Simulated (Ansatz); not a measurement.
Results of PBEsol (plane waves, PAW; Ansatz, a first-principles code) for ZnGaNO (model structure, started from the AlSiCN type, P3m1, No. 156, 4 atoms in the cell).

Numerical settings: plane-wave cutoff 520 eV, 12×12×6 k mesh (along the axes of the cell as run), Fermi–Dirac smearing 0.01 eV, scalar-relativistic PAW data made under PBE.

Cell (relaxed at this level):

```cif
data_GaNOZn
_chemical_formula_sum 'Ga1 Zn1 O1 N1'
_space_group_name_H-M_alt 'P 1'
_space_group_IT_number 1
_cell_length_a 3.19556
_cell_length_b 3.19556
_cell_length_c 5.22005
_cell_angle_alpha 90.000
_cell_angle_beta 90.000
_cell_angle_gamma 120.000
loop_
_space_group_symop_operation_xyz
  'x, y, z'
loop_
_atom_site_label
_atom_site_type_symbol
_atom_site_fract_x
_atom_site_fract_y
_atom_site_fract_z
_atom_site_occupancy
Ga1 Ga 0.33333 0.66667 0.50740 1
Zn1 Zn 0.66667 0.33333 0.99111 1
O1 O 0.33333 0.66667 0.13843 1
N1 N 0.66667 0.33333 0.61306 1
```

**Question.** Predict the band gap.

**Answer.** 
band gap: 1.26 eV (direct)

Note: the relaxation could raise the start's symmetry but not lower it, so the cell can be a saddle point.

Spin–orbit coupling is not included.

Computed values are for the static lattice.

A model structure was made by putting elements into a prototype or built by hand; it is no filed structure, need not be a known phase, and can be a saddle point held by its symmetry.
